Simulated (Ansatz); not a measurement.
Take BaZrO3 in the cubic perovskite structure (space group Pm-3m, No. 221) as the base.

```cif
data_BaO3Zr
_chemical_formula_sum 'Ba1 Zr1 O3'
_space_group_name_H-M_alt 'Pm-3m'
_space_group_IT_number 221
_space_group_name_Hall '-P 4 2 3'
_cell_length_a 4.22716
_cell_length_b 4.22716
_cell_length_c 4.22716
_cell_angle_alpha 90.000
_cell_angle_beta 90.000
_cell_angle_gamma 90.000
loop_
_atom_site_label
_atom_site_type_symbol
_atom_site_symmetry_multiplicity
_atom_site_Wyckoff_symbol
_atom_site_fract_x
_atom_site_fract_y
_atom_site_fract_z
_atom_site_occupancy
Ba1 Ba 1 a 0.00000 0.00000 0.00000 1
Zr1 Zr 1 b 0.50000 0.50000 0.50000 1
O1 O 3 c 0.00000 0.50000 0.50000 1
```

The values are results of PBE (Ansatz, a program for electronic structure), no spin-orbit coupling, not measurements.

Before the change:

The smallest direct gap comes out as 3.40 eV.

It is then changed as follows: the cell is scaled by 1.0120 in all directions, atoms relaxed at fixed cell.

Estimate the effect on the smallest direct gap.

The smallest direct gap drops by 0.05 eV, from 3.40 eV to 3.35 eV.

What happens to the energy relative to the base?

The energy rises by 8.7 meV/atom.

The cells carry an imposed strain or load. No phonon test of stability was made.
